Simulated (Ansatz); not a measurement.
Here is the system:

```
PbS
1.0
    0.01703     2.98736     2.98736
    2.98736     0.01703     2.98736
    3.00439     3.00439     0.00000
Pb S
1 1
Direct
  0.00000   0.00000   0.00000
  0.50000   0.50000   0.50000
```

No spin polarisation.

All numbers come from r2SCAN (Ansatz, a quantum-chemistry and plane-wave program), no spin-orbit coupling. k-mesh 10×10×10 (Γ-centred); smearing 0.05 eV (Fermi–Dirac).

Task: Predict the smallest direct gap.

Result: 0.68 eV.

Task: Predict the stress (xx, yy, zz, yz, xz, xy; compression positive).

Result: (-0.01, -0.01, -0.01, 0.00, 0.00, -0.23) GPa.

Task: Estimate the band gap.

Result: 0.64 eV.

Task: Estimate the space group.

Result: Immm (No. 71).

With Pb present, leaving out spin-orbit coupling can change the band edges. The cells carry an imposed strain or load. No phonon test of stability was made. The cell was made from PbS in the rock salt structure (space group Fm-3m, No. 225) by this change: tensor shear ε_xy = +0.57 %.
